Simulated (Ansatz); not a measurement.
Consider the following.

End structure of a constructed model of the (0001) surface of hcp Os, a layer of W in place of the second plane (bottom of the slab: a bare face, its two planes held):

```yaml
crystal:
  lattice:
    - [2.75423, 0.00000, 0.00000]
    - [-1.37712, 2.38523, 0.00000]
    - [0.00000, 0.00000, 27.50000]
  atoms:
    - { symbol: Os, position: [0.66667, 0.33333, 0.29851] }
    - { symbol: Os, position: [0.33333, 0.66667, 0.37753] }
    - { symbol: Os, position: [0.66667, 0.33333, 0.45600] }
    - { symbol: Os, position: [0.33333, 0.66667, 0.53484] }
    - { symbol: W, position: [0.66667, 0.33333, 0.61954] }
    - { symbol: Os, position: [0.33333, 0.66667, 0.69671] }
```

Set-up: 6 atoms, 11.1 Å thick at the start; mesh 16x16x1; 0.1 eV smearing; dipole correction on; 2 atoms held, the rest relaxed; symmetry of the start imposed; no spin, no spin-orbit, no U. It is one candidate, not shown to be the stable structure of the face.

Question: Estimate the work function of the top face that PBE run with Ansatz (a quantum-chemistry and plane-wave program) returns for this input.

Answer: 4.86 eV
